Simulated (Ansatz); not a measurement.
Structure of amorphous Ti₁₀Al₁₂O₃₈ (periodic cell):

```xyz
60
Lattice="8.9081 -0.1076 0.2055 -0.1076 9.2083 0.2090 0.2055 0.2090 9.0951" Properties=species:S:1:pos:R:3 pbc="T T T"
Ti     2.4494     2.7541     2.1854
Ti     3.7639     0.7589     8.6681
Ti     6.2358     5.0462     8.6584
Ti     5.8845     1.6646     6.7459
Ti     4.0071     7.9766     2.4553
Ti     4.4909     6.5770     6.5951
Ti     2.4708     5.3120     8.5228
Ti     7.5070     7.7967     6.0580
Ti     0.2112     0.7493     8.2092
Ti     6.6370     6.1664     2.8444
Al     1.4050     5.9443     2.1061
Al     8.8498     3.4971     7.2505
Al     3.7774     4.9644     3.9047
Al     1.5322     8.1167     6.7224
Al     8.4966     6.5605     8.9620
Al     5.6356     2.6160     3.3820
Al     0.7322     1.1793     4.7329
Al     0.4080     5.6939     4.5466
Al     6.6271     2.0773     0.6051
Al     6.6408     4.6422     5.4360
Al     7.6214     0.0816     2.6358
Al     3.9343     0.4072     4.9640
O      1.6513     4.1335     7.5571
O      2.1387     4.4119     1.3489
O      5.6094     1.5180     8.6731
O      6.8513     6.1366     0.8999
O      1.2156     2.1594     3.3263
O      6.3422     7.9651     2.7827
O      0.9811     6.2951     0.3372
O      4.4578     7.9619     5.4976
O      2.0274     5.2345     3.9168
O      1.9497     0.1806     7.9906
O      6.6621     1.5866     2.3186
O      6.3503     3.5559     6.9036
O      5.8558     3.6370     0.8363
O      8.3098     2.3972     8.7268
O      0.3075     1.8913     6.3306
O      6.9552     6.4151     4.8695
O      5.3610     1.7071     4.8830
O      4.6183     5.0993     5.4806
O      0.3988     7.1572     5.5883
O      6.4278     4.1624     3.7205
O      8.1097     5.0267     8.1442
O      4.6809     6.1061     2.8752
O      4.3612     5.3419     8.3472
O      4.0533     8.3073     0.6088
O      6.9489     0.2005     6.5854
O      3.9657     0.3380     3.1466
O      8.4734     4.3110     5.6281
O      2.7812     1.7395     0.7385
O      2.6548     6.8201     7.2045
O      8.4448     0.0169     1.0222
O      6.2645     6.7296     7.2536
O      3.9612     3.2989     3.1739
O      8.6806     5.8852     3.0629
O      2.1163     0.1283     5.2441
O      8.6746     8.0138     7.8605
O      4.1141     0.9821     6.7955
O      2.3467     7.4009     2.4661
O      8.3100     0.0085     4.2796
```

Level of theory: PBE, scalar-relativistic without spin-orbit coupling (plane waves to 420 eV, PAW; Ansatz, an electronic-structure program).

The cell was made by melting and quenching with the CHGNet potential and then relaxed with DFT. O atoms were pushed apart under 1.9 Å during the dynamics, to hinder bonds among them. The hot cell started wider than the set density and was brought back towards it in steps. It is the lowest in DFT energy of 2 quenches. It is a model cell: composition and starting density were chosen by hand, and all elements were melted together. No dispersion term was used. Its density started from a set value of 3.14 and ended at 3.14 g/cm³. The simulated quench (nominally 140 K/ps over its main leg) is rapid and tends to freeze in more defects than a deposited or slowly cooled glass has. A cell of this size samples the disorder only roughly. The volume was held where the preparation left it and the shape relaxed, at a PBE pressure of -1.0 GPa (tension). Stress components on the final sampling reach 1.1 GPa.

Cut-offs for bonds: Ti-Ti 3.12 Å, Ti-Al 2.89 Å, Ti-O 2.50 Å, Al-Al 2.66 Å, Al-O 2.22 Å, O-O 1.58 Å. Two cations that share two anions don't count as bonded, nor two that share one unless they lie closer than Ti-Ti 3.04 Å, Ti-Al 2.81 Å, Al-Al 2.59 Å.

**Question.** Give the coordination numbers, mean bond lengths and angles.

**Answer.** 
```
Item                                                              Result
---------------------------------  -------------------------------------
Mean coordination of Ti by anions    5.20 (1 with 4, 6 with 5, 3 with 6)
Mean coordination of Al by anions              4.42 (7 with 4, 5 with 5)
Mean coordination of O             2.76 (10 with 2, 27 with 3, 1 with 4)
Mean Al-O bond                      1.834 Å (spread 0.071 Å, 53 counted)
Mean Ti-O bond                      1.958 Å (spread 0.144 Å, 52 counted)
Bond angle at Ti                               mean 105.3°, spread 26.0°
Bond angle at Al                               mean 107.9°, spread 20.1°
Bond angle at O                                mean 120.7°, spread 18.0°
```

**Question.** List the pairs of like atoms that count as bonded by the rules above.

**Answer.** There are none by these rules.
